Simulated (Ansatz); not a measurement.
How the bulk modulus B0 of 1T (CdI2-type) PtTe2 moves with the method

No measured value is used here.

```tsv
level (code)	value (GPa)	cell (Å³/atom)
LDA (Ansatz)	66.3	23.76
PBE (Ansatz)	33.0	25.97
PBE+SOC (Ansatz)	30.3	26.15
PBEsol (Ansatz)	59.1	24.26
PBEsol+SOC (Ansatz)	56.1	24.37
```

Density-functional levels without +SOC have no spin–orbit coupling. LDA: LDA has no dispersion term either, though it tends to give short spacings of layers, chains or molecules. PBE, PBE+SOC: for a layered or molecular solid the relaxed cell lies over 5 % above the published volume, where the minimum can be shallow. PBE, PBE+SOC, PBEsol, PBEsol+SOC: the cell comes from a level without a dispersion term, which matters for the spacing of layers, chains or molecules. Each level is taken at its own relaxed cell. Ansatz's density-functional and Hartree–Fock values are scalar-relativistic unless marked +SOC, with PAW data made under PBE.

Ansatz is a first-principles code.
